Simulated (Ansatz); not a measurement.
For Hf (hcp (Mg type), P6_3/mmc) at 725 K, quasi-harmonic approximation with DFT at the PBEsol level (Ansatz, a quantum-chemistry and plane-wave program) gives a volume expansion coefficient α_V = 21.72 × 10⁻⁶ K⁻¹, an isothermal bulk modulus B_T = 102.9 GPa, a molar volume V_m = 13.210 cm³/mol and C_V = 26.47 J/(mol K). Spin-orbit coupling is not included.

Work out the Grüneisen parameter, C_P and the adiabatic bulk modulus.

γ = α_V B_T V_m / C_V = 1.11. C_P − C_V = α_V² B_T V_m T = 0.46 J/(mol K), so C_P = 26.93 J/(mol K). B_S = B_T C_P/C_V = B_T (1 + α_V γ T) = 104.7 GPa.

The PAW data sets were generated under PBE and serve the other functionals too.
